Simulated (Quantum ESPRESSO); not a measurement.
Troubleshooting Quantum ESPRESSO: a failed run on YCoC2 (Amm2, 4 atoms in the cell). The aim is a self-consistent single point with DFT, PBEsol, plane waves, GBRV 1.5 ultrasoft (PBESOL) pseudopotentials.

Input:

```fortran
&CONTROL
 calculation = 'scf'
 prefix = 'scf'
 outdir = './out'
 pseudo_dir = './'
 tprnfor = .true.
 tstress = .true.
/
&SYSTEM
 ibrav = 0
 nat = 4
 ntyp = 3
 ecutwfc = 50
 ecutrho = 400
 occupations = 'smearing'
 smearing = 'cold'
 degauss = 0.0073499
 nbnd = 17
/
&ELECTRONS
 conv_thr = 1e-10
 mixing_beta = 0.7
/
ATOMIC_SPECIES
Y     88.9058  y_pbesol_v1.4.uspp.F.UPF
Co    58.9332  co_pbesol_v1.2.uspp.F.UPF
C     12.0110  c_pbesol_v1.2.uspp.F.UPF
ATOMIC_POSITIONS {crystal}
Y     0.00000000    0.99770000    0.99770000
Co    0.50000000    0.61349000    0.61349000
C     0.50000000    0.45815000    0.15065000
C     0.50000000    0.15065000    0.45815000
K_POINTS {automatic}
9 9 9  1 1 1
CELL_PARAMETERS {angstrom}
   3.60049800     0.00000000     0.00000000
   0.00000000     2.25497000     3.00342500
   0.00000000    -2.25497000     3.00342500
```

Output (repeated stretches shortened):

```
 %%%%%%%%%%%%%%%%%%%%%%%%%%%%%%%%%%%%%%%%%%%%%%%%%%%%%%%%%%%%%%%%%%%%%%%%%%%%%%
     Error in routine setup (1):
     too few bands
 %%%%%%%%%%%%%%%%%%%%%%%%%%%%%%%%%%%%%%%%%%%%%%%%%%%%%%%%%%%%%%%%%%%%%%%%%%%%%%

     stopping ...
```

From the messages shown, name the fault and mend the input.

The fault is too few bands; here the program stops on it instead of giving results. To fix it, raise the band count or leave it to the default. The program stopped before any SCF iteration.

An input that runs soundly differs in these lines (not the only fix; some lines may just follow from the change or write a value another way):
```diff
- nbnd = 17
```

With that input, the run converged in 16 iterations: free energy E − TS -5632.7098 eV; Fermi level (on the code's own zero) 13.48 eV; pressure -7.86 GPa; largest force (vector length) 0.115 eV/Å (DFT, PBEsol, plane waves, GBRV 1.5 ultrasoft (PBESOL) pseudopotentials).

On the sound input: the starting cell comes from a database of computed structures (which also holds hypothetical and non-ambient phases and stackings), without a prior relaxation at this level. Its lattice was rescaled by a random factor within 2.5 % of one. Spin polarisation is off. With a pressure of about -8 GPa the cell is away from its equilibrium volume at this level.
